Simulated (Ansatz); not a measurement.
Structures of equal composition on the (0001) surface of hcp Ti: a layer of Rh in place of the second plane; a layer of Rh in place of the third plane. The slabs share one bottom face, and each structure is named by its start. These are constructed structures in small cells; real faces may alloy, dewet or reconstruct in larger ones, and not all known structures of the face are among them. Slabs of about 12 Å with all that they carry, Fermi-Dirac smearing of 0.1 eV. Bottom of the slabs: a bare face, its two planes held. Relaxed from the named starts with such symmetry as they have, on meshes of like density; energies extrapolated to zero smearing; no spin-orbit coupling, no U. Spin-polarised runs, if any, are marked in brackets, and their order is one that fits the cell; the others ran without spin.

All values below come from PBE (plane waves to 420 eV, PAW; Ansatz, a program for electronic structure).

Question: Order them by energy per 1x1 cell (lowest first) at the level PBE.

Answer: a layer of Rh in place of the third plane (0.000 eV), a layer of Rh in place of the second plane (0.178 eV)
